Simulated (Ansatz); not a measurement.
# C11b MoSi₂

These are PBE-D4 (plane waves, PAW; Ansatz, a quantum-chemistry and plane-wave program) values and carry that method's errors.

Run with plane-wave cutoff 500 eV, 18×18×18 k mesh, Fermi–Dirac smearing 0.05 eV, no spin polarisation, scalar-relativistic PAW data made under PBE.

Cell (relaxed at this level):

```xyz
3
Lattice="-1.5920 1.5920 3.9024 1.5920 -1.5920 3.9024 1.5920 1.5920 -3.9024" Properties=species:S:1:pos:R:3 pbc="T T T"
Si     0.0000     0.0000     5.1924
Si     0.0000     0.0000     2.6123
Mo     0.0000     0.0000     0.0000
```

```yaml
equilibrium_volume_per_atom: 13.19 Å³/atom
equilibrium_lattice_constant_a: 3.184 Å
lattice_parameter_c: 7.805 Å
```

Measured, for comparison: lattice constant a 3.205 Å, lattice parameter c 7.845 Å (temperature not stated, no zero-point or thermal correction; as tabulated in Pavlosiuk et al. (2022), arXiv:2202.05362). Computed (rounded) less measured: lattice constant a -0.7 %, lattice parameter c -0.5 %. A static lattice is as a rule a little smaller and stiffer than an uncorrected measurement, which narrows the difference in the lattice constant a, lattice parameter c and would widen misses of the other sign.

Computed values are for the static lattice.
